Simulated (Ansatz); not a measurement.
AgCl in the rock salt structure (space group Fm-3m, No. 225)

```cif
data_Ag4Cl4
_chemical_formula_sum 'Cl4 Ag4'
_space_group_name_H-M_alt 'Fm-3m'
_space_group_IT_number 225
_space_group_name_Hall '-F 4 2 3'
_cell_length_a 5.44745
_cell_length_b 5.44745
_cell_length_c 5.44745
_cell_angle_alpha 90.000
_cell_angle_beta 90.000
_cell_angle_gamma 90.000
loop_
_atom_site_label
_atom_site_type_symbol
_atom_site_symmetry_multiplicity
_atom_site_Wyckoff_symbol
_atom_site_fract_x
_atom_site_fract_y
_atom_site_fract_z
_atom_site_occupancy
Cl1 Cl 4 a 0.00000 0.00000 0.00000 1
Ag1 Ag 4 b 0.50000 0.50000 0.50000 1
```
(The calculation used a cell of 2 atoms; values per cell refer to that cell.)

Calculations: PBEsol (Ansatz, a first-principles code, PAW, without spin-orbit coupling). k-mesh 10×10×10 (Γ-centred); smearing 0.05 eV (Fermi–Dirac).

```json
{
 "volume_per_atom": "20.21 Å³",
 "density": "5.89 g/cm³",
 "band_gap": "0.72 eV, indirect, L → Γ",
 "electron_mass": "0.25 mₑ",
 "Lowest conduction-band minima above the VBM": "Γ 0.72 eV; X along ⟨100⟩ 2.13 eV",
 "total_energy": "-4291.903 eV/atom (σ→0; compares only within this code and set-up)"
}
```

Masses are band curvatures over ±0.01 Å⁻¹ around the edge. Whether these cells are dynamically stable was not tested.
